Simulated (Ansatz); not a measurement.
## A computed series for CdSe: element substitutions

The reference is CdSe in the zinc blende structure (space group F-43m, No. 216; a = 6.1333 Å).

Each row replaces one element on all its sites; cell and atoms are relaxed.

Method: r2SCAN (Ansatz, a quantum-chemistry and plane-wave program; PAW; 500 eV plane waves; no SOC).

| variant | lattice parameter a | band gap |
|---|---|---|
| base | 613.3 pm | 1.04 eV |
| Cd → In | 651.4 pm | zero |
| Se → Ir | 596.8 pm | zero |
| Se → Te | 655.7 pm | 1.17 eV |

Spin-orbit coupling, missing from the scalar runs, can matter with Te. Whether these cells are dynamically stable was not tested. As relaxed here, InSe and CdIr are hypothetical phases, not in the database extracts checked. All final runs are without spin polarisation. An odd electron count without spin: InSe and CdIr. CdIr has a high density of states at the Fermi level and may be magnetic at this level.
